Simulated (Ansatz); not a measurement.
The starting structures come from a database of crystals and need not be the phases stable at ambient conditions.

 Where the default PAW files enter, the runs use the earlier of Ansatz's two default sets.

Tunnelling through a barrier is set by its complex band structure: the current falls as exp(−2κd) with the smallest κ.

```
CELL_PARAMETERS angstrom
      4.94939     0.00000     0.00000
      0.00000     4.94939     0.00000
      2.47469    -2.47469     3.49974
ATOMIC_POSITIONS crystal
  Sr 0.00000 0.00000 0.00000
  Cl 0.25000 0.25000 0.50000
  Cl 0.75000 0.75000 0.50000
```

Space group of this cell: Fm-3m, fluorite. The cell is taken as given.

Transport runs along the normal of the first two printed cell vectors, the (001) plane of the conventional cell.

The gap is the functional's own. No spin-orbit coupling. Mid-gap values are interpolated on the energy grid.

**Question.** Compute, with r2SCAN run with Ansatz (a program for electronic structure), the band gap and the smallest decay constant κ at mid-gap.

**Answer.** Gap 5.93 eV on a 10×10×10 mesh; κ = 0.356 1/Å, at the zone centre.
